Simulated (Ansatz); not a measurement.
# Hypothetical anti-CdI2 type Cs2O: response to strain

Base system: Cs$_{2}$O in the anti-CdI2 type structure (space group P-3m1, No. 164; a = 4.170 Å, c = 6.820 Å; a hypothetical phase, not in the database extracts checked). Axes: x lies along a and z along c of the hexagonal cell.

Strains are applied to the cell and any free atomic positions relax; under biaxial strain the out-of-plane vector relaxes too.

Computed with PBE-D3(BJ), PAW, 420 eV (Ansatz, an electronic-structure program; scalar-relativistic without spin-orbit coupling).

```csv
"biaxial strain, plane normal [001], relaxed out of plane (%)",out-of-plane strain (%)
0,0.00
2.27,?
2.37,-1.76
3.43,-2.64
4.39,-3.47
```

Problem. Fit ε⊥ = −νε + γε² (strains in %) to the rows shown and predict the withheld row.

Solution. Least squares on the printed values gives ν = 0.69 (the biaxial Poisson response) and γ = -0.023 (largest residual 0.00 %); this predicts -1.68 %, and the run gives -1.68 %, in agreement.

Whether these cells are dynamically stable was not tested.
